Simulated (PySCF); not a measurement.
PySCF 2.14.0, R2SCAN/def2-svp, df: Sr(OH)(SH)(NH3)2 ([NH3]->[Sr](<-[NH3])([OH])[SH]), 13 atoms. The geometry is a generated start, not checked to be a minimum at this level.

| Quantity | Result |
|---|---|
| task | energy |
| method | r2scan |
| basis | def2-svp |
| two-electron scheme | density fitting |
| mol.max_memory | 3000 MB |
| mf.max_cycle | 100 |
| mf.conv_tol | 1e-09 (default) |
| mf.grids.level | 3 (default) |
| effective core potentials | those of the basis set, past Kr |
| basis functions | 123 |
| grid points | 161144 |

```xyz
13

Sr     0.5222     0.5361     0.6769
O      2.4241     0.6949     0.2284
H      3.3705     0.8068     0.2596
S     -1.8568     1.7271     1.0221
H     -1.9846     1.5291     2.3154
N     -0.5155    -1.9974     1.0388
H     -1.1015    -2.1483     0.2235
H     -1.1193    -2.0101     1.8533
H      0.1240    -2.7796     1.1112
N      0.0364     0.7930    -1.9424
H     -0.6736     1.5167    -1.9791
H     -0.1605     0.1115    -2.6658
H      0.9345     1.2204    -2.1418
```

With the defaults (mf.DIIS = CDIIS, mf.diis = true, newton = off, mf.init_guess = minao, mf.damp = 0, mf.diis_start_cycle = 1, mf.diis_space = 8, mf.diis_damp = 0, mf.level_shift = 0) it converges in 14 Fock builds. One run each on 2 threads, 1 BLAS thread, with these changes:
- mf.init_guess = huckel
- mf.diis = false
- mf.DIIS = EDIIS
- mf.damp = 0.7, mf.diis_start_cycle = 8
- mf.diis_space = 5
- mf.level_shift = 0.1 Hartree
- mf.diis_damp = 0.3
- newton = Hessian by the SCF's own integrals
- mf.damp = 0.3, mf.diis_start_cycle = 4

Task: Name the settings that don't reach the solution of the defaults.

Result: No convergence: mf.DIIS = EDIIS; mf.diis = false (the run ends without SCF convergence in 100 cycles). The rest reach the solution of the defaults.

```
setting                                      Fock builds             end
-------------------------------------------  -----------  --------------
mf.diis_damp = 0.3                                    13   same solution
the defaults                                          14   same solution
mf.level_shift = 0.1 Hartree                          14   same solution
mf.init_guess = huckel                                15   same solution
mf.diis_space = 5                                     15   same solution
mf.damp = 0.7, mf.diis_start_cycle = 8                16   same solution
mf.damp = 0.3, mf.diis_start_cycle = 4                20   same solution
newton = Hessian by the SCF's own integrals           55   same solution
mf.DIIS = EDIIS                                      101  no convergence
mf.diis = false                                      101  no convergence
```

Under newton the count holds the products with the orbital Hessian.
